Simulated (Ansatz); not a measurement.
# Short convergence ladders for CaSiAu (P3m1, 3 atoms in the cell)

```
CELL_PARAMETERS angstrom
      4.30595     0.00000     0.00000
     -2.15298     3.72906     0.00000
      0.00000     0.00000     3.92279
ATOMIC_POSITIONS crystal
  Ca 0.00000 0.00000 0.01275
  Si 0.66667 0.33333 0.50000
  Au 0.33333 0.66667 0.50000
```

Base method: LDA (PW92), default PAW files made with PBE (plane waves; Ansatz, an electronic-structure program).

Base settings: basis.ecutwfc = 420 eV; kpoints.mp_grid.grid = 9 9 9; hamiltonian.xc = lda; hamiltonian.pseudopotentials = {kind: paw} (the program's default PAW files); scf.occupations.method = fermi_dirac; scf.occupations.width = 0.1 eV.

The count of work is k-points × plane waves × bands × iterations; it is no time. Core times come from one kind of shared machine, to one figure; runs under 30 s give none.

**The cutoff for other potential files**

Level: DFT, LDA (PW92), plane waves, harder PAW files (source: ansatz) made with PBE.

In this ladder: hamiltonian.pseudopotentials = {kind: paw, source: ansatz}.

The second cell is the first with its lattice scaled by 0.98.

The mesh stays at the base's, so the ladder's end is converged at best in this setting alone.

The first pressure column holds Ansatz's estimate of the finite-basis (Pulay) stress, which hides part of the cutoff error; the other is without it.

Only quantities that move along the ladder and can be compared are tabulated.

| basis.ecutwfc | free energy less the last step's (meV/atom) | energy of the compressed cell less the first (meV/atom) | pressure (GPa) | pressure without the Pulay estimate (GPa) | largest difference of a force vector from the last step's (eV/Å) | count of work / last | core time / last (rough) |
|---|---|---|---|---|---|---|---|
| 280 eV | 3881.72 | -1.02 | -2.43 | -135.60 | 0.013 | 0.10 | – |
| 340 eV | 881.37 | -14.07 | -4.22 | -42.59 | 0.018 | 0.14 | – |
| 430 eV | 77.92 | -7.24 | -3.40 | -8.35 | 0.001 | 0.21 | – |
| 525 eV | 4.11 | -7.15 | -3.40 | -3.74 | 0.000 | 0.27 | – |
| 615 eV | 0.81 | -7.14 | -3.40 | -3.41 | 0.000 | 0.34 | – |
| 740 eV | 0.56 | -7.15 | -3.40 | -3.40 | 0.000 | 0.46 | 0.5 |
| 925 eV | 0.27 | -7.15 | -3.40 | -3.40 | 0.000 | 0.65 | 0.6 |
| 1235 eV | 0.00 | -7.15 | -3.40 | -3.40 | 0.000 | 1.0 | 1 |

Coarsest basis.ecutwfc that holds the pressure within 0.5 GPa of the last step, with all finer ones: 430 eV, at 0.21 of the last step's count of work; the step before is off by 0.82 GPa.

Coarsest basis.ecutwfc that holds the pressure without the Pulay estimate within 1 GPa of the last step, with all finer ones: 525 eV, at 0.27 of the last step's count of work; the step before is off by 5.0 GPa.

Coarsest basis.ecutwfc that holds the energy of the compressed cell less the first within 2 meV/atom of the last step, with all finer ones: 430 eV, at 0.21 of the last step's count of work; the step before is off by 6.9 meV/atom.

The energy difference between the two cells stays within 1 meV/atom of the last step's from 430 eV on, the total only from 615 eV on: much of the error is common to both cells and cancels.

At the lowest cutoff the pressure without the Pulay estimate lies 132 GPa under the last step's, the usual sign of Pulay stress in an incomplete plane-wave basis.

**The relaxed cell against the cutoff**

On CaSiAu (P-6m2, 3 atoms in the cell): atoms on their sites.

In this ladder: relax = cell and atoms.

The mesh stays at the base's, so the ladder's end is converged at best in this setting alone.

Only quantities that move along the ladder and can be compared are tabulated.

| basis.ecutwfc | relaxed volume (Å³/atom) | relaxation steps | core time / last (rough) |
|---|---|---|---|
| 295 eV | 19.605 | 33 | 1 |
| 355 eV | 19.587 | 10 | 0.4 |
| 420 eV | 19.577 | 8 | 0.5 |
| 505 eV | 19.574 | 8 | 0.6 |
| 630 eV | 19.574 | 8 | 0.8 |
| 840 eV | 19.573 | 8 | 1 |

Coarsest basis.ecutwfc that holds the relaxed volume within 0.02 Å³/atom of the last step, with all finer ones: 355 eV, at about 0.4 of the last step's time; the step before is off by 0.032 Å³/atom.

On the base run: the starting cell comes from a database of computed structures (which also holds hypothetical and non-ambient phases and stackings), without a prior relaxation at this level. Its lattice was rescaled by up to half a per cent. One atom was moved a little off its site on purpose.

Left out of this page: 2 runs of the series stopped by limits of time or memory.

Keys are those of Ansatz 0.2.
